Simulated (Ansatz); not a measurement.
Base system: Zr in the hcp (Mg type) structure (space group P6_3/mmc, No. 194; a = 3.182 Å, c = 5.124 Å; relaxed with 0.1 eV smearing).

Calculations: Ansatz (a program for electronic structure) PBEsol, no SOC.

Strains are applied to the cell and any free atomic positions relax.

One change was made to it. Results:

```tsv
quantity	base	after
energy relative to the base (free energy F)	0 meV/atom	+6.4 meV/atom
pressure (mean of the normal stresses, compression positive)	0.0 GPa	3.1 GPa
```

Question: What was done to the base?
(A) isotropic strain −2.00 %
(B) isotropic strain +2.50 %
(C) isotropic strain +1.50 %
(D) isotropic strain +1.00 %
(E) isotropic strain −1.00 %

Answer: E, isotropic strain −1.00 %. For comparison, the pressure in the other runs: isotropic strain +2.50 % gives -6.5 GPa; isotropic strain +1.50 % gives -4.1 GPa; isotropic strain −2.00 % gives 6.6 GPa; isotropic strain +1.00 % gives -2.8 GPa.

Stability against distortions was not tested. The final runs are not spin-polarised.
